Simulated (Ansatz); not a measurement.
# How the smallest direct gap on the k points sampled of SrZrS3 (model structure, from the cubic perovskite type, Pm-3m, No. 221) moves with the method

No measured value is used here.

| level (code) | value (eV) |
|---|---|
| LDA (Ansatz) | 0.77 |
| PBE+SOC (Ansatz) | ___ |
| PBEsol+SOC (Ansatz) | 0.74 |
| HSE06+SOC (Ansatz) | 1.61 |
| PBE0 (Ansatz) | 2.34 |

Question: What belongs in the gaps?

Answer: 
- PBE+SOC (Ansatz, an electronic-structure program), value (eV): 0.83

Computed values are for a static lattice. Spin–orbit coupling is included only where a level's name says +SOC; with heavier elements it mostly lowers gaps and can invert bands.  Values are at the PBEsol cell. Cutoffs and k meshes differ between the levels. Ansatz's density-functional and Hartree–Fock values are scalar-relativistic unless marked +SOC, with PAW data made under PBE.

A model structure was made by putting elements into a prototype or built by hand; it is no filed structure, need not be a known phase, and can be a saddle point held by its symmetry.
